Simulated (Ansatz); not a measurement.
Input and output of a self-consistent single point for Bi (Im-3m, 1 atom in the cell) (Ansatz, an electronic-structure program).

Method: PBEsol, default PAW files made with PBE (plane waves; Ansatz).

```
Bi
1.0
   -1.98737     1.98737     1.98737
    1.98737    -1.98737     1.98737
    1.98737     1.98737    -1.98737
Bi
1
Direct
  0.00000   0.00000   0.00000
```

Reference input (self-consistent single point, DFT, PBEsol, plane waves, default PAW files made with PBE): basis.ecutwfc = 420 eV; kpoints.mp_grid.grid = 12 12 12; hamiltonian.xc = pbesol; hamiltonian.pseudopotentials = {kind: paw} (the program's default PAW files); scf.occupations.method = gaussian; scf.occupations.width = 0.1 eV. This run's input differs from it in these lines:

Ansatz 0.2 input:
```diff
@@ -11,3 +11,3 @@
 kpoints:
-  mp_grid: { grid: [12, 12, 12] }
+  mp_grid: { grid: [20, 20, 20] }
 hamiltonian:
@@ -16,3 +16,3 @@
 scf:
-  occupations: { method: gaussian, width: 0.1 eV }
+  occupations: { method: methfessel_paxton, width: 1.0 eV }
 output:
```

Output, abridged:

```
SCF iter   1: F=—  HF=-12241.907065 eV  |F-HF|=—  |Δ(HF+E_count)|=         —  Δρ=9.03e-4  dr2=1.56e-4  ethr=1.77e-3  ⟨swp⟩=5.0  Hψ=17109  notcnv=0
all-band conjugate gradients solve this SCF's bands
preconditioner: auto → Kerker (q_TF=auto, 2.412 Å⁻¹)
SCF iter   2: F=—  HF=-12241.906483 eV  |F-HF|=—  |Δ(HF+E_count)|=   5.82e-4  S|Δr|=    0.00e0  Δρ=7.12e-4  dr2=1.22e-4  ethr=1.04e-6  ⟨swp⟩=2.6  Hψ=7693  notcnv=0
SCF iter   3: F=—  HF=-12241.906481 eV  |F-HF|=—  |Δ(HF+E_count)|=   2.09e-6  S|Δr|=    0.00e0  Δρ=3.70e-4  dr2=2.53e-5  ethr=8.15e-7  ⟨swp⟩=2.0  Hψ=5290  notcnv=0
SCF iter   4: F=—  HF=-12241.906471 eV  |F-HF|=—  |Δ(HF+E_count)|=   9.72e-6  S|Δr|=    0.00e0  Δρ=1.10e-4  dr2=2.03e-6  ethr=1.69e-7  ⟨swp⟩=2.0  Hψ=5229  notcnv=0
SCF iter   5: F=—  HF=-12241.906470 eV  |F-HF|=—  |Δ(HF+E_count)|=   1.06e-6  S|Δr|=    0.00e0  Δρ=2.69e-5  dr2=2.96e-7  ethr=1.36e-8  ⟨swp⟩=2.0  Hψ=5269  notcnv=0
SCF iter   6: F=-12241.906470 eV  HF=-12241.906470 eV  |F-HF|=7.76e-8  |Δ(HF+E_count)|=   1.77e-8  S|Δr|=    0.00e0  Δρ=1.69e-5  dr2=8.72e-8  ethr=6.67e-10  ⟨swp⟩=6.4  Hψ=14607  notcnv=0
SCF 1 converged in 6 iterations: F = -12241.906470 eV  dr2 = 8.72e-8
Stability not checked (fill_not_monotonic)
Free energy (F): -12241.906470 eV
Internal energy: -12241.906858 eV  (E = F + TS)
E sigma→0 (E₀):  -12241.906567 eV
Entropy (-TS):   0.000388 eV (0.388 meV/atom)
Fermi energy:    11.419959 eV
--- Forces (eV/Å), atoms counted from 1 ---
  atom   1  Bi    -0.00000000     0.00000000    -0.00000000
--- Stress (GPa, compression-positive) ---
       -2.473435       0.000000      -0.000000
        0.000000      -2.473435       0.000000
        0.000000       0.000000      -2.473435
  P = ⅓ Tr σ = -2.4734 GPa (-24.734 kbar)
  The stress holds the Pulay correction. Without it, at fixed plane waves, as pw.x and ABINIT print it: P = -2.5022 GPa
```

The run converged in 6 iterations. Against the reference run the free energy goes up by 8.2 meV/atom and the pressure goes from -2.66 to -2.47 GPa.

The starting cell comes from a database of computed structures (which also holds hypothetical and non-ambient phases and stackings), without a prior relaxation at this level. Its lattice was rescaled by up to half a per cent. Ansatz's pressure includes its estimate of the finite-basis (Pulay) stress.
